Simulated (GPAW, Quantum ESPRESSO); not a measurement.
A Quantum ESPRESSO input for a self-consistent single point of LiYSe2 (R-3m, 4 atoms in the cell) (DFT, LDA (PZ), plane waves, GBRV 1.5 ultrasoft (LDA) pseudopotentials):

```fortran
&CONTROL
    calculation = 'scf',
    prefix = 'scf',
    outdir = './tmp',
    pseudo_dir = './',
    tprnfor = .true.,
    tstress = .true.,
/
&SYSTEM
    ibrav = 0,
    nat = 4,
    ntyp = 3,
    ecutwfc = 40,
    ecutrho = 320,
    occupations = 'fixed',
    nbnd = 17,
/
&ELECTRONS
    conv_thr = 1.0d-10,
    mixing_beta = 0.7,
/
ATOMIC_SPECIES
Li     6.9400  li_lda_v1.4.uspp.F.UPF
Y     88.9058  y_lda_v1.4.uspp.F.UPF
Se    78.9710  se_lda_v1.uspp.F.UPF
ATOMIC_POSITIONS {alat}
Li    0.00000000    0.00000000    1.40991639
Y     0.00000000    0.00000000    0.00000000
Se    0.00000000    0.00000000    2.11793693
Se    0.00000000    0.00000000    0.70189586
K_POINTS {automatic}
5 5 5  0 0 0
CELL_PARAMETERS {angstrom}
   1.99393802     1.15120065     6.34032100
  -1.99393802     1.15120065     6.34032100
   0.00000000    -2.30240131     6.34032100
```

Question: Translate this input to GPAW.

Answer: This is the input that was run; spellings and numerical settings could be chosen otherwise.

```python
from ase import Atoms
from ase.units import GPa
from gpaw import GPAW, PW, FermiDirac

atoms = Atoms(['Li', 'Y', 'Se', 'Se'],
              cell=[[1.993938, 1.151201, 6.340321],
                    [-1.993938, 1.151201, 6.340321],
                    [0.000000, -2.302401, 6.340321]],
              scaled_positions=[[0.500000, 0.500000, 0.500000],
                                [0.000000, 0.000000, 0.000000],
                                [0.751086, 0.751086, 0.751086],
                                [0.248914, 0.248914, 0.248914]],
              pbc=True)

calc = GPAW(mode=PW(550),
            xc='LDA',
            kpts=(5, 5, 5),
            occupations=FermiDirac(0.0),
            nbands=-8,
            convergence={'density': 1e-05, 'energy': 1e-05, 'bands': -6},
            symmetry={'symmorphic': False, 'tolerance': 0.0005},
            maxiter=150,
            txt='-')

atoms.calc = calc

energy = atoms.get_potential_energy()
print('Energy (eV):', round(energy, 6))
forces = atoms.get_forces()
print('Forces (eV/Ang):')
print(forces.round(5))
stress = atoms.get_stress()
print('Stress (GPa, Voigt):', (stress / GPa).round(4))
```

Basis, cutoffs, solver keys and any potentials are the target program's own. This input uses DFT LDA (Perdew-Wang 92), plane waves, GPAW PAW datasets LDA (gpaw-data 1.0.1). LDA parametrisations can differ slightly between programs.

The starting cell comes from a database of computed structures (which also holds hypothetical and non-ambient phases and stackings), without a prior relaxation at this level. Its lattice was rescaled by a random factor within 2.5 % of one.
